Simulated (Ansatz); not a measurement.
Consider these faces of rock-salt ZrN, relaxed from ideal cuts in 1x1 cells: (110), (210), (211), (221).

The numbers are results of PBE (plane waves to 420 eV, PAW; Ansatz, a first-principles code), not measurements.

Question: Order them by surface energy (lowest first) at the level PBE.

Answer: (210) (2.03 J/m²), (211) (2.44 J/m²), (221) (2.50 J/m²), (110) (2.58 J/m²)
